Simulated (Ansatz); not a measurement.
The parent structure is GaAs in the zinc blende structure (space group F-43m, No. 216).

```xyz
2
Lattice="0.0000 2.8333 2.8333 2.8333 0.0000 2.8333 2.8333 2.8333 0.0000" Properties=species:S:1:pos:R:3 pbc="T T T"
Ga     0.0000     0.0000     0.0000
As     1.4167     1.4167     1.4167
```

Cartesian axes are those of the cell as printed.

Computed with r2SCAN (Ansatz, a program for electronic structure, PAW, no SOC).

Strains are applied to the cell and any free atomic positions relax; under biaxial strain the out-of-plane vector relaxes too.

One change was made to it. Results:

```tsv
quantity	base	after
energy relative to the base (free energy F)	0 meV/atom	+3.9 meV/atom
band gap	0.96 eV	1.06 eV
pressure (mean of the normal stresses, compression positive)	0.00 GPa	1.51 GPa
valence-band top at Γ (three highest levels, from the VBM)	0.00, 0.00, 0.00 eV	0.00, 0.00, -0.15 eV
```

Q: Which change produced these results?
A) biaxial strain −1.25 %, plane normal [111], relaxed out of plane
B) biaxial strain −0.42 %, plane normal [111], relaxed out of plane
C) biaxial strain −2.08 %, plane normal [111], relaxed out of plane

A: A, biaxial strain −1.25 %, plane normal [111], relaxed out of plane. For comparison, the band gap in the other runs: biaxial strain −0.42 %, plane normal [111], relaxed out of plane gives 1.00 eV; biaxial strain −2.08 %, plane normal [111], relaxed out of plane gives 1.10 eV.

Whether these cells are dynamically stable was not tested.
